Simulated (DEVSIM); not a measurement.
Device: Al/AlN/p-GaAs capacitor, at 300 K.

```
layer (left to right)  material  thickness (nm)  Na (cm⁻³)
---------------------  --------  --------------  ---------
1                           AlN            5.90          -
2                          GaAs            6400       1e16
```

Metal gate on the left, work function 4.1 eV. Fixed charge at the semiconductor interface 0 cm⁻² (in units of +e); no interface traps.

This is a model device: material constants are rounded textbook-type values typed into the input, and sizes, dopings and lifetimes were drawn at random. Values at 300 K.

```csv
parameter,AlN,GaAs
gap (eV),6.1,1.424
affinity (eV),1.9,4.07
permittivity,8.5,12.9
Nc (cm⁻³),-,4.7e17
Nv (cm⁻³),-,9e18
```

DEVSIM, 1D Poisson equation in equilibrium, Boltzmann statistics, complete ionisation; no quantum confinement or tunnelling. Metal contacts follow the ideal Schottky-Mott rule: no Fermi-level pinning, no interface dipoles.

**Question.** Tabulate band edges, carrier densities and field at -0.5 V on the gate.

**Answer.** Energies count from the Fermi level of the right contact; mesh points crowd at the junctions.

```tsv
x (μm)	Ec (eV)	Ev (eV)	n (cm⁻³)	p (cm⁻³)	field (V/cm)
0.000	2.700	-3.400	< 1e2	< 1e2	65000
0.001224	2.708	-3.392	< 1e2	< 1e2	65000
0.003239	2.721	-3.379	< 1e2	< 1e2	65000
0.005016	2.733	-3.367	< 1e2	< 1e2	65000
0.006605	0.571	-0.853	1.2e8	43000	43000
0.008946	0.581	-0.843	8.1e7	63000	42000
0.01423	0.604	-0.820	3.4e7	150000	42000
0.03377	0.682	-0.742	1600000	3100000	39000
0.07021	0.815	-0.609	9600	5.3e8	34000
0.1524	1.045	-0.379	< 1e2	3.9e12	22000
0.3493	1.241	-0.183	< 1e2	7.7e15	1500
1.024	1.248	-0.176	< 1e2	1.0e16	≈ 0
2.382	1.248	-0.176	< 1e2	1.0e16	≈ 0
4.482	1.248	-0.176	< 1e2	1.0e16	≈ 0
5.756	1.248	-0.176	< 1e2	1.0e16	≈ 0
6.128	1.248	-0.176	< 1e2	1.0e16	≈ 0
6.283	1.248	-0.176	< 1e2	1.0e16	≈ 0
6.352	1.248	-0.176	< 1e2	1.0e16	≈ 0
6.389	1.248	-0.176	< 1e2	1.0e16	≈ 0
6.399	1.248	-0.176	< 1e2	1.0e16	≈ 0
6.404	1.248	-0.176	< 1e2	1.0e16	≈ 0
6.406	1.248	-0.176	< 1e2	1.0e16	≈ 0
```
